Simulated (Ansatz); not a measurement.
Take ZnSe in the zinc blende structure (space group F-43m, No. 216) as the base.

```xyz
2
Lattice="0.0000 2.7838 2.7838 2.7838 0.0000 2.7838 2.7838 2.7838 0.0000" Properties=species:S:1:pos:R:3 pbc="T T T"
Zn     0.0000     0.0000     0.0000
Se     1.3919     1.3919     1.3919
```

All numbers come from LDA (Ansatz, a quantum-chemistry and plane-wave program; PAW; 420 eV plane waves; no spin-orbit coupling).

For the base:

| Property | Value |
|---|---|
| Band gap | 1.25 eV |
| Lattice parameter a | 5.568 Å |
| Gap character | direct at Γ |

Now apply this change: a hydrostatic pressure of 30 GPa.

Q: Estimate the effect on the band gap, lattice parameter a and gap character.

A: The band gap goes up by 0.77 eV to 2.02 eV; the lattice parameter a falls by 0.4314 Å (5.568 Å → 5.136 Å); the gap character changes from direct at Γ to indirect, Γ → X.

Load acts through the strain it causes; cell and atoms are relaxed under it. No phonon test of stability was made. Measured, ZnSe leaves this structure (for rock salt) near 13 GPa (temperature not stated; as listed in M. Köfferlein et al., Hyperfine Interactions (1994)).
